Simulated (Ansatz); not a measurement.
Where the default PAW files enter, the runs use the earlier of Ansatz's two default sets.

By PBEsol, the system below comes out a metal.

Input:

```yaml
crystal:
  lattice:
    - [2.91677, 0.00000, 0.00000]
    - [-1.45838, 2.52599, 0.00000]
    - [1.45838, 0.84200, 2.38153]
  atoms:
    - { symbol: V, position: [0.00000, 0.00000, 0.00000] }
    - { symbol: N, position: [0.00000, 0.50000, 0.50000] }
```

Space group of this cell: Fm-3m, rock salt. The cell is taken as given; by PBEsol its mean pressure is -11.9 GPa.

Method: PBEsol (plane waves, PAW; Ansatz, a first-principles code).

The current runs along the normal of the first two printed vectors; no spin-orbit coupling. Scaled by the factor s: the length along the current (ions clamped). Meshes 28×28×28 and 36×36 across the current in all rows.

| s | mean pressure (GPa) | ballistic conductance per area (both spins) (× 10¹⁵ S/m²) |
|---|---|---|
| 0.97 | -2.4 | ? |
| 1.00 | -11.9 | 1.93 |
| 1.03 | -19.9 | 1.84 |

Task: Take the slope of the ballistic conductance per area (both spins) against ln s from the two given rows, extrapolate to s = 0.97, and say what the run there gives.

Result: Slope = (1.84 − 1.93) / ln 1.03 = -3.04 × 10¹⁵ S/m². The line gives 1.93 + (-3.04) × ln 0.97 = 2.02 × 10¹⁵ S/m². The run gives 1.95 × 10¹⁵ S/m², 0.07 × 10¹⁵ S/m² under the line, 78 % of the predicted step.
